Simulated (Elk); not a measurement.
Band structure of MgTi2 (P-62m, 6 atoms in the cell).

```
MgTi2
1.0
    5.14389     0.00000     0.00000
   -2.57194     4.45474     0.00000
    0.00000     0.00000     4.89179
Mg Ti
2 4
Direct
  0.66667   0.33333   0.00000
  0.33333   0.66667   0.00000
  0.00000   0.31613   0.50000
  0.31613   0.00000   0.50000
  0.68387   0.68387   0.50000
  0.00000   0.00000   0.00000
```

Method of the run: LDA (PW92), all-electron FP-LAPW, Elk's shipped species files, default APW+lo basis (Elk).

Settings: xctype = 3; rgkmax = 7; stype = 0; swidth = 0.00183747 Ha; ngridk = 6 6 6.

The starting cell comes from a database of computed structures (which also holds hypothetical and non-ambient phases and stackings), without a prior relaxation at this level. Spin polarisation is off. Values depend on the basis (sphere radii, cutoffs, local orbitals), which need not be converged.

Levels in eV from the Fermi level, bands 31 to 38:
| point | 31 | 32 | 33 | 34 | 35 | 36 | 37 | 38 |
|---|---|---|---|---|---|---|---|---|
| Γ | -0.59 | -0.59 | -0.37 | -0.33 | -0.33 | 0.13 | 0.29 | 1.06 |
| M | -0.95 | -0.57 | -0.55 | -0.44 | -0.10 | 0.11 | 0.77 | 0.96 |
| K | -0.80 | -0.80 | -0.54 | -0.01 | 0.08 | 0.08 | 0.88 | 0.88 |
| A | -0.60 | -0.31 | -0.28 | -0.20 | 0.03 | 0.37 | 0.37 | 0.56 |
| L | -0.29 | -0.12 | -0.04 | -0.03 | -0.02 | 0.23 | 0.33 | 0.60 |
| H | -0.46 | -0.28 | -0.28 | -0.01 | 0.27 | 0.27 | 0.60 | 0.60 |

Bands cross the Fermi level along this path, so the cell is metallic at this level.
